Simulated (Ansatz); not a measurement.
The starting structures come from a database of crystals and need not be the phases stable at ambient conditions.

The decay constant κ of evanescent states in the gap governs leakage through a thin film.

Given:

```yaml
crystal:
  lattice:
    - [4.21106, 0.00000, 0.00000]
    - [0.00000, 4.21106, 0.00000]
    - [2.10553, -2.10553, 10.97335]
  atoms:
    - { symbol: Ba, position: [0.00000, 0.00000, 0.00000] }
    - { symbol: Ba, position: [0.18589, 0.81411, 0.62822] }
    - { symbol: Ba, position: [0.81411, 0.18589, 0.37178] }
    - { symbol: Zr, position: [0.40296, 0.59704, 0.19408] }
    - { symbol: Zr, position: [0.59704, 0.40296, 0.80592] }
    - { symbol: O, position: [0.90391, 0.59609, 0.19218] }
    - { symbol: O, position: [0.09609, 0.40391, 0.80782] }
    - { symbol: O, position: [0.40391, 0.09609, 0.19218] }
    - { symbol: O, position: [0.59609, 0.90391, 0.80782] }
    - { symbol: O, position: [0.50000, 0.50000, 0.00000] }
    - { symbol: O, position: [0.30752, 0.69248, 0.38496] }
    - { symbol: O, position: [0.69248, 0.30752, 0.61504] }
```

Space group of this cell: I4/mmm. The cell is taken as given; by r2SCAN its mean pressure is -0.9 GPa.

Transport runs along the normal of the first two printed cell vectors, the (001) plane of the conventional cell.

The gap is the functional's own, uncorrected, and κ follows it; spin-orbit coupling is left out. Mid-gap values are interpolated between the computed energies.

**Question.** Estimate the band gap and the smallest decay constant κ at mid-gap that r2SCAN run with Ansatz (an electronic-structure program) returns for this system.

**Answer.** Gap 3.72 eV on a 8×8×8 mesh; κ = 0.339 1/Å, at the zone centre.
